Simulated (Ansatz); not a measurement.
The reference is MgS in the rock salt structure (space group Fm-3m, No. 225; a = 5.182 Å). Axes: x, y, z lie along the cube axes.

Perturbation: compressive biaxial strain of 4.53 % in the plane normal to [001], as in epitaxy on a mismatched substrate; the out-of-plane cell vector and the atoms relax.

Levels (all Ansatz, an electronic-structure program, PAW): PBEsol (420 eV, spin-orbit coupling left out); r2SCAN (500 eV, scalar-relativistic without spin-orbit coupling).

The geometry is relaxed with PBEsol.

| Quantity | Result |
|---|---|
| PBEsol pressure | 6.98 GPa |
| PBEsol width of the top valence band | 2.97 eV |
| PBEsol band gap | 2.59 eV |
| PBEsol smallest direct gap | 4.06 eV |

With r2SCAN at the same geometry, the pressure grows by 1.45 GPa to 8.43 GPa; the width of the top valence band shrinks by 0.04 eV to 2.93 eV; the band gap goes up by 0.77 eV, from 2.59 eV to 3.36 eV; the smallest direct gap goes up by 1.09 eV, from 4.06 eV to 5.15 eV.

Single points use the geometry relaxed with PBEsol. Their cutoffs differ, which shifts pressures a little. Whether these cells are dynamically stable was not tested. The base started in P3_121 and relaxed to Fm-3m at this level.
